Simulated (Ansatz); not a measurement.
Start from Al₂Cu (space group I4/mcm, No. 140; a = 6.060 Å, c = 4.875 Å).

It is then changed as follows: cell and atoms relaxed at a pressure of 0.9 GPa.

Levels (all Ansatz, a quantum-chemistry and plane-wave program, PAW): PBE (420 eV, no spin-orbit coupling); r2SCAN (500 eV, no spin-orbit coupling).

The geometry is relaxed with PBE.

| Property | Value |
|---|---|
| PBE pressure | 0.9 GPa |

With r2SCAN at the same geometry, the pressure drops by 3.75 GPa to -2.9 GPa.

Single points use the geometry relaxed with PBE. Their cutoffs differ, which shifts pressures a little. Load acts through the strain it causes; cell and atoms are relaxed under it. Whether these cells are dynamically stable was not tested. The final runs are not spin-polarised.
